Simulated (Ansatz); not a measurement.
Take BP in the rock salt structure (space group Fm-3m, No. 225; a = 4.3206 Å; a hypothetical phase, not in the database extracts checked) as the base.

(Cell as relaxed with PBE.)

Levels (all Ansatz, a first-principles code, PAW): PBE (420 eV, spin-orbit coupling left out); PBEsol (420 eV, no SOC).

Each level relaxes its own structure.

| base | PBE | PBEsol |
|---|---|---|
| volume per atom | 10.08 Å³ | 9.86 Å³ |
| lattice parameter a | 4.321 Å | 4.289 Å |
| band gap | zero | zero |

The change: hydrostatic tension (pressure −2 GPa).

```tsv
quantity	PBE	PBEsol
shortest interatomic distance	2.169 Å	2.153 Å
band gap	zero	zero
```

PBE's shortest interatomic distance lies 0.016 Å above PBEsol's (0.8 %); the two agree on the band gap. Neither level is exact; PBEsol is the comparison here, not a measurement.

Load acts through the strain it causes; cell and atoms are relaxed under it. Stability against distortions was not tested. All final runs are without spin polarisation.
